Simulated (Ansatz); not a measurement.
**InSb: pressure 4.2 GPa**

Start from InSb in the rock salt structure (space group Fm-3m, No. 225; a = 6.0346 Å; a model cell, its experimental status unchecked).

One thing is altered: a hydrostatic pressure of 4.2 GPa.

Level of theory: PBEsol (Ansatz, a first-principles code), without spin-orbit coupling. Γ-centred 13×13×13 mesh, Fermi–Dirac width 0.05 eV.

Density: 7.62 g/cm³ (base 7.15 g/cm³)
Lattice parameter a: 5.907 Å (base 6.035 Å)
Shortest interatomic distance: 2.954 Å (base 3.017 Å)
Enthalpy H = E + PV relative to the base's energy: +0.70 eV/atom
Band gap: zero (base zero)

Load acts through the strain it causes; cell and atoms are relaxed under it. Whether these cells are dynamically stable was not tested. The final runs are not spin-polarised. This is not the structure that InSb has at room temperature and ambient pressure.
